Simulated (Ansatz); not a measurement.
## SiNi2 (Pnma, No. 62)

Computed with PBE-D3(BJ) (Ansatz, a first-principles code, PAW).

Settings: plane-wave cutoff 500 eV, 8×10×6 k mesh (along the axes of the cell as run), Fermi–Dirac smearing 0.05 eV, no spin polarisation, scalar-relativistic PAW data made under PBE.

Cell: relaxed at this level.

```json
{
  "equilibrium_volume_per_atom": "10.63 Å³/atom",
  "band_gap": "none"
}
```

Computing time: about 12 core-minutes (a rough figure).
